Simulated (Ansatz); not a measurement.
Amorphous Si$_{18}$Na$_{6}$Ca$_{3}$O$_{42}$, 69 atoms at 2.34 g/cm³, one PBE-relaxed geometry, zone centre. Methods: PBE, scalar-relativistic without spin-orbit coupling (Ansatz, a first-principles code); r2SCAN, scalar-relativistic without spin-orbit coupling (Ansatz); HSE06, scalar-relativistic without spin-orbit coupling (Ansatz). Plane waves to 420 eV (r2SCAN 500 eV); exact exchange is cut at the cell's faces. At PBE the levels at the filled edge of the gap are localised (band-tail or defect states), and the nearest spread-out levels lie 4.8 eV apart at the zone centre. All rungs ran without spin polarisation.

It comes from a melt-quench run on a machine-learned potential (CHGNet), relaxed afterwards by DFT. O atoms were pushed apart under 1.9 Å during the dynamics, to hinder bonds among them. The hot cell started wider than the set density and was brought back towards it in steps. It is the lowest in DFT energy of 2 quenches. It is a model cell: composition and starting density were chosen by hand, and all elements were melted together. No dispersion term was used. Its density started from a set value of 2.41 and ended at 2.34 g/cm³. The quench (nominally 260 K/ps over its main leg) was far faster than any real one, so the model tends to hold more defects than a real film. Values belong to this one cell and scatter from quench to quench. Volume and shape were free in the relaxation.

The relaxation ran on the zone centre alone. At PBE the level gap is 3.59 eV on a 2×2×2 Γ-centred mesh, and the spacing at the zone centre alone 3.59 eV.

Question: What zone-centre spacing does r2SCAN give, roughly?

Answer: 4.16 eV (+0.57 eV against PBE).

Question: What zone-centre spacing does HSE06 give, roughly?

Answer: 5.20 eV (+1.61 eV against PBE).

The highest filled and the lowest empty state spread over these numbers of atoms (participation numbers): PBE: 3.5 and 58.4; r2SCAN: 3.5 and 58.1; HSE06: 3.5 and 55.6.
